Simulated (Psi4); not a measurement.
Psi4 1.11, unrestricted PBE0/def2-svpd: Pt(F)6 ([F][Pt]([F])([F])([F])([F])[F]), charge 0, multiplicity 3, 7 atoms. The geometry is a generated start, not checked to be a minimum at this level.

| Property | Value |
|---|---|
| task | energy |
| method | pbe0 |
| basis | def2-svpd |
| memory | 3 GB |
| maxiter | 100 |
| keys of the molecule block | symmetry c1 |
| scf_type | df (default) |
| e_convergence | 1e-06 (default) |
| d_convergence | 1e-06 (default) |
| dft_radial_points | 75 (default) |
| dft_spherical_points | 302 (default) |
| effective core potentials | those of the basis set, past Kr |
| basis functions | 173 |
| grid points | 152543 |

```xyz
7

Pt    -0.0005    -0.0002     0.0010
F     -0.7961     1.6780    -0.2543
F      1.4988     0.8222     0.7665
F      0.7953     0.1276    -1.6947
F     -0.7995    -0.1247     1.6969
F     -1.4976    -0.8224    -0.7660
F      0.7995    -1.6804     0.2506
```

Charge 0 and multiplicity 3 are set for this test and not shown to be the ground state.

With the defaults (scf_initial_accelerator = adiis, damping_percentage = 0, diis = true, guess = auto, which took SAD, diis_max_vecs = 10, level_shift = 0, level_shift_cutoff = 0.01) it converges in 31 SCF iterations. One run each on 2 threads, with these changes:
- guess = core
- level_shift = 0.5, level_shift_cutoff = 0.001
- scf_initial_accelerator = none
- guess = huckel
- guess = sadno
- damping_percentage = 20
- scf_initial_accelerator = none, damping_percentage = 60, diis = false
- guess = modhuckel
- diis_max_vecs = 3

Problem. Which of these changes keep the SCF from converging, or lead it to another solution?

Solution. No convergence: scf_initial_accelerator = none; damping_percentage = 20; scf_initial_accelerator = none, damping_percentage = 60, diis = false (the run ends without SCF convergence in 100 iterations). The rest reach the solution of the defaults.

```tsv
setting	SCF iterations	end
guess = modhuckel	15	same solution
guess = sadno	15	same solution
guess = huckel	17	same solution
level_shift = 0.5, level_shift_cutoff = 0.001	27	same solution
the defaults	31	same solution
guess = core	33	same solution
diis_max_vecs = 3	100	same solution
scf_initial_accelerator = none	100	no convergence
damping_percentage = 20	100	no convergence
scf_initial_accelerator = none, damping_percentage = 60, diis = false	100	no convergence
```

2 further runs of the study ended by our limits or in an error and are left out.
